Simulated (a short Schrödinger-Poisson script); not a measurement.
Structure: MOS inversion layer, SiO2 on p-type Si(100), at 300 K.

From the gate side: 1.6 nm SiO2; 620 nm Si, acceptors 4.8e17 cm⁻³.

The device is made up for the run: typed textbook-type constants, with dimensions and the other settings drawn at random. SiO2: permittivity 3.9, conduction-band edge (eV) 3.15, gap (eV) 9, electron mass (mₑ) 0.5. Si: permittivity 11.7, conduction-band edge (eV) 0, gap (eV) 1.124, Nv at 300 K (cm⁻³) 3.1e19.

Channel valleys (confinement mass, in-plane density-of-states mass, number): Δ2 0.916, 0.19, 2; Δ4 0.19, 0.417, 4. At the gate the conduction-band edge of layer 1 lies 3.29 eV − eVg above the Fermi level of the channel; the field vanishes at the back. Gaps are held at their typed values at every temperature. Mesh 0.03 nm at interfaces.

Solved with a short Schrödinger-Poisson script written for these runs: 1D Poisson equation in equilibrium, electrons quantum, Hartree (BenDaniel-Duke, 12 states a valley, the channel's in-plane mass for all, wave functions free to enter the dielectric), parabolic valleys, classical holes, full ionisation, no traps, pinning or gate leakage.

| Vg (V) | electrons (cm⁻²) | C (μF/cm²) | Δ2 E0 (meV from the Fermi level) | Δ4 E0 (meV from the Fermi level) |
|---|---|---|---|---|
| 0.2 | 3.51e9 | 0.211 | 197.8 | 245.8 |
| 0.25 | 1.82e10 | 0.273 | 154.9 | 203.7 |
| 0.3 | 8.10e10 | 0.497 | 115.7 | 165.4 |
| 0.35 | 2.54e11 | 0.862 | 85.4 | 136.3 |
| 0.4 | 5.48e11 | 1.15 | 64.6 | 116.9 |
| 0.45 | 9.21e11 | 1.32 | 50.0 | 103.9 |
| 0.5 | 1.34e12 | 1.43 | 39.1 | 94.5 |
| 0.55 | 1.79e12 | 1.50 | 30.3 | 87.3 |
| 0.6 | 2.26e12 | 1.55 | 23.0 | 81.6 |
| 0.65 | 2.75e12 | 1.59 | 16.7 | 76.8 |
| 0.7 | 3.25e12 | 1.62 | 11.0 | 72.6 |
| 0.75 | 3.75e12 | 1.64 | 5.9 | 69.0 |
| 0.8 | 4.27e12 | 1.66 | 1.3 | 65.8 |
| 0.85 | 4.79e12 | 1.68 | -3.1 | 62.9 |
| 0.9 | 5.31e12 | 1.69 | -7.1 | 60.2 |
| 0.95 | 5.84e12 | 1.71 | -11.0 | 57.8 |
| 1 | 6.37e12 | 1.72 | -14.6 | 55.5 |
| 1.05 | 6.91e12 | 1.73 | -18.1 | 53.3 |

Gate voltages with under 1e9 electrons/cm² are left out.

Q: At Vg = 1.05 V the lowest Δ2 subband lies at -18.1 meV from the Fermi level. How many electrons does it hold, and what share of all?

A: The two-dimensional density of states is g m/(πħ²) = 1.59e11 cm⁻² meV⁻¹ (both spins), kT = 25.9 meV, so n = D kT ln(1 + exp(−E/kT)) = 4.53e12 cm⁻², 0.66 of the 6.91e12 cm⁻² in all.

Q: Compare the slope of the sheet density between 0.95 and 1.05 V with the geometric capacitance of the layers between gate and channel.

A: q Δn/ΔV = 1.71 μF/cm²; ε0/Σ(t/ε) = 2.16 μF/cm². The ratio is 0.79: the channel acts as a further capacitance in series.
